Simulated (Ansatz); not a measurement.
LiNbO3 under a change: Li → Be

Base system: LiNbO3 (space group R3c, No. 161; a = 5.137 Å, c = 13.885 Å (hexagonal axes)).

Perturbation: Be takes the place of Li on all its sites; the structure is relaxed again.

Method: r2SCAN (Ansatz, a quantum-chemistry and plane-wave program), no spin-orbit coupling. Settings: 12×12×12 k-points, 0.05 eV Fermi–Dirac smearing, for the changed cell.

The density grows by 0.29 g/cm³, from 4.64 g/cm³ to 4.93 g/cm³ and the space group goes from R3c (No. 161) to R-3c (No. 167). The shortest interatomic distance drops by 0.3213 Å to 1.557 Å and the band gap becomes zero (base: 4.00 eV) (an upper bound: an edge found on the path is not a true extremum; the base alone). The magnetic state becomes ferromagnetic (base: not spin-polarised) and the largest site moment goes from zero to 0.55 μB.

Final structure:

```xyz
10
Lattice="2.4351 1.4059 4.9163 -2.4351 1.4059 4.9163 0.0000 -2.8119 4.9163" Properties=species:S:1:pos:R:3 pbc="T T T"
Be     0.0000     0.0000    11.0616
Be     0.0000     0.0000     3.6872
Nb     0.0000     0.0000     0.0000
Nb     0.0000     0.0000     7.3744
O     -0.8778     1.4059     8.6035
O      1.6565     0.0573     8.6035
O     -0.7787    -1.4632     8.6035
O      0.7787     1.4632     6.1454
O      0.8778    -1.4059     6.1454
O     -1.6565    -0.0573     6.1454
```

The magnetic state is the one reached from the starting moments; the real material's order can differ, and small cells can't hold many antiferromagnetic ones. Stability against distortions was not tested. As relaxed here, BeNbO3 is a hypothetical phase, not in the database extracts checked. No Hubbard U is applied, and correlation can decide whether such a compound is a metal.
